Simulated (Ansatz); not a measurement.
# CuRhO2 (space group R-3m, No. 166)

```
CELL_PARAMETERS angstrom
      1.53562     0.88659     5.63830
     -1.53562     0.88659     5.63830
      0.00000    -1.77318     5.63830
ATOMIC_POSITIONS crystal
  Cu 0.00000 0.00000 0.00000
  Rh 0.50000 0.50000 0.50000
  O  0.89235 0.89235 0.89235
  O  0.10765 0.10765 0.10765
```

Method: Ansatz (a program for electronic structure) PBEsol, spin-orbit coupling left out. Γ-centred 12×12×12 mesh, Fermi–Dirac width 0.05 eV.

Volume per atom: 11.51 Å³
Density: 7.15 g/cm³
Band gap: 0.66 eV, indirect, S₂–F (13 % along) → k = (0.083, 0.417, 0.417) in the run's primitive reciprocal basis
Total energy: -3511.673 eV/atom (σ→0; compares only within this code and set-up)

Whether these cells are dynamically stable was not tested. No Hubbard U is applied. The final runs are not spin-polarised.
